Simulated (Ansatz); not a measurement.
The reference is BeS in the zinc blende structure (space group F-43m, No. 216).

```
CELL_PARAMETERS angstrom
      0.00000     2.43806     2.43806
      2.43806     0.00000     2.43806
      2.43806     2.43806     0.00000
ATOMIC_POSITIONS crystal
  Be 0.00000 0.00000 0.00000
  S  0.25000 0.25000 0.25000
```

Cartesian axes are those of the cell as printed.

Computed with Ansatz (a program for electronic structure) PBE, spin-orbit coupling left out.

One thing is altered: the cell is scaled by 0.9800 in all directions; the atoms relax in the strained cell.

Q: Predict the stress tensor and what it implies for the stiffness.

A: Stress of the strained cell less that of the base (GPa, compression positive):
```
   6.32    0.00    0.00
   0.00    6.32    0.00
   0.00    0.00    6.32
```

Then B = −ΔP/(ΔV/V₀) with ΔV/V₀ = -0.0588 gives secant stiffness values (nonlinear terms included at this strain): B ≈ 107 GPa.

As a check, the harmonic strain energy −½ V₀ Δσ:ε is 17 meV/atom; the computed energy rise is 16 meV/atom.

Whether these cells are dynamically stable was not tested.
